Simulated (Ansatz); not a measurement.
**Computed paths: interstitial Cu in bixbyite In2O3 with all lengths changed by +1 %, charge state +1**

System: interstitial Cu in bixbyite In2O3 with all lengths changed by +1 % (charge state +1). These are PBE, PAW (plane waves to 420 eV; Ansatz, a program for electronic structure) values and carry that method's errors.

80-site cell at the strained lattice (strain from the relaxed PBE one, atoms relaxed), one k-point at (0.250, 0.250, 0.250), smearing 0.01 eV, spin-restricted, no finite-size correction. Static, classical nuclei. The charge state is imposed; whether it is stable for some Fermi level was not computed. Sites that were not tried may lie lower.

Barriers: single points on a 2×2×2 k-point mesh shifted by half a step at the bands' geometries.

| Route | Start site over the lowest site run (eV) | Hop (Å) | Forward barrier (eV) | Backward barrier (eV) | Neighbours at the start | Neighbours at the saddle | Saddle order | Forward, on the band's own sampling (eV) |
|---|---|---|---|---|---|---|---|---|
| a direct jump of one Cu atom | 0.00 | 1.94 | 0.36 | 0.36 | In at 2.43; O at 1.88, O at 1.91, O at 2.14 Å | In at 2.45, In at 2.68; 2 O at 2.08, O at 2.24, O at 2.54, O at 2.70 Å | not checked | 0.36 |
| a concerted move, in which Cu travels most | 0.00 | 3.10 | 0.52 | 0.06 | In at 2.43; O at 1.88, O at 1.91, O at 2.14 Å | 2 In at 2.53, In at 2.54; O at 2.14, 2 O at 2.15, 2 O at 2.77, O at 2.77 Å | not checked, on a symmetry element | 0.52 |

Paths come from CI-NEB runs. Of the routes that converged and passed our checks, the lowest saddle point lies 0.36 eV above the lowest of the sites run (a direct jump of one Cu atom); other sites, such as split forms, and other routes may lie lower. A band can be held on a symmetry element, so unchecked saddle points there may be too high.

The whole set of runs took about 5 core-hours (a rough figure).
